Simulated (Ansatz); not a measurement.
SrAlO3 (model structure, started from the PbTiO3 type, Pm-3m, No. 221, 5 atoms in the cell), treated with PBEsol (Ansatz, a quantum-chemistry and plane-wave program, PAW).

Settings: plane-wave cutoff 520 eV, 14×14×14 k mesh, Fermi–Dirac smearing 0.05 eV, scalar-relativistic PAW data made under PBE.

Cell (relaxed at this level):

```xyz
5
Lattice="3.7880 0.0000 0.0000 0.0000 3.7880 0.0000 0.0000 0.0000 3.7879" Properties=species:S:1:pos:R:3 pbc="T T T"
Al     1.8940     1.8940     2.0380
Sr     0.0000     0.0000     0.1441
O      0.0000     1.8940     2.0380
O      1.8940     0.0000     2.0380
O      1.8940     1.8940     3.9320
```

Question: Predict the bulk modulus B0.

Answer: 
bulk modulus B0: 162 GPa

The run finds no gap.

Note: the bulk modulus is −V dP/dV from two relaxed cells at ±2 % in volume; the relaxation could raise the start's symmetry but not lower it, so the cell can be a saddle point.

Static lattice: no zero-point or thermal effects.

Computing time: very roughly 7 core-minutes.

A model structure was made by putting elements into a prototype or built by hand; it is no filed structure, need not be a known phase, and can be a saddle point held by its symmetry.
